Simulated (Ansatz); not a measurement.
Hypothetical simple cubic Pt, response to strain

Consider Pt in the simple cubic structure (space group Pm-3m, No. 221; a = 2.588 Å; a hypothetical phase, not in the database extracts checked; relaxed with 0.1 eV smearing). Axes: x, y, z lie along the cube axes.

Strains are applied to the cell and any free atomic positions relax.

The values are results of PBEsol (Ansatz, a quantum-chemistry and plane-wave program, PAW, no spin-orbit coupling), not measurements.

Candidates:
(a) isotropic strain +1.34 %
(b) strain tensor (xx, yy, zz, yz, xz, xy) = (−1.56, −1.83, +1.78, −0.04, +0.48, +2.25) %
(c) isotropic strain +0.91 %
(d) isotropic strain −1.76 %

Notes on the quantities. energy relative to the base: free energy F.

Q: Order them by energy relative to the base, highest first.

A: (d) isotropic strain −1.76 % (+35 meV/atom), (b) strain tensor (xx, yy, zz, yz, xz, xy) = (−1.56, −1.83, +1.78, −0.04, +0.48, +2.25) % (+24 meV/atom), (a) isotropic strain +1.34 % (+18 meV/atom), (c) isotropic strain +0.91 % (+8.4 meV/atom)

Whether these cells are dynamically stable was not tested. All final runs are without spin polarisation. Pt lies near a magnetic instability that expansion can trigger; it was not tested.
